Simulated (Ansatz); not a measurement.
# Sc (P6₂22, No. 180; start mp-601273; another form than the element's usual one): c axis length by level of theory

No measured value is used here.

Question: Put these levels in order of the c axis length that they give for Sc (P6₂22, No. 180; start mp-601273; another form than the element's usual one), smallest first: LDA (Ansatz, a program for electronic structure), PBEsol (Ansatz), r²SCAN (Ansatz).

Answer: LDA (7.862 Å), PBEsol (8.035 Å), r²SCAN (8.144 Å)

LDA, PBEsol, r²SCAN: the relaxation could not lower the start's symmetry, so the cell can be a saddle point above a distorted one. Cutoffs differ between the levels. Ansatz's density-functional and Hartree–Fock values are scalar-relativistic unless marked +SOC, with PAW data made under PBE.

A start named mp-… is a Materials Project structure, which can be a computed phase never made.
